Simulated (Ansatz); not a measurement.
# Pressure series in CdSe

The parent structure is CdSe in the zinc blende structure (space group F-43m, No. 216; a = 6.196 Å).

Cell and atoms are relaxed at each pressure.

Method: DFT with PBE, PAW potentials and a 420 eV plane-wave cutoff in Ansatz (a program for electronic structure), spin-orbit coupling left out, earlier PAW set.

Candidates:
(a) pressure 0.7 GPa
(b) pressure −1 GPa
(c) pressure 10 GPa
(d) pressure 5 GPa
(e) pressure −2 GPa

For the base:

- Band gap = 0.49 eV

Question: Order them by band gap, lowest first.

Answer: (e) pressure −2 GPa (0.39 eV), (b) pressure −1 GPa (0.44 eV), (a) pressure 0.7 GPa (0.52 eV), (d) pressure 5 GPa (0.68 eV), (c) pressure 10 GPa (0.81 eV)

Load acts through the strain it causes; cell and atoms are relaxed under it. Whether these cells are dynamically stable was not tested. Tetrahedral semiconductors of this kind turn to denser phases somewhere between about 1 and 50 GPa; those were not computed, so compressed cells here can lie past the real transition.
